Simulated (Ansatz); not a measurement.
```
BaTe
1.0
    0.00000     3.47069     3.36657
    3.47069     0.00000     3.36657
    3.47069     3.47069     0.00000
Ba Te
1 1
Direct
  0.00000   0.00000   0.00000
  0.50000   0.50000   0.50000
```

No spin polarisation.

The values are results of Kohn–Sham DFT with the PBEsol functional, run in Ansatz (a quantum-chemistry and plane-wave program) with PAW and 420 eV plane waves, spin-orbit coupling left out, not measurements. Settings: 8×8×8 k-points, 0.05 eV Fermi–Dirac smearing.

**Question.** Predict the gap character.

**Answer.** Indirect, Γ → M.

**Question.** What is the computed valence-band top at Γ (three highest levels, from the VBM)?

**Answer.** 0.00, -0.10, -0.10 eV.

Spin-orbit coupling, missing from the scalar runs, can matter with Te. The cells carry an imposed strain or load. Stability against distortions was not tested. The cell was made from BaTe in the rock salt structure (space group Fm-3m, No. 225) by this change: uniaxial strain ε_zz = −3.00 %.
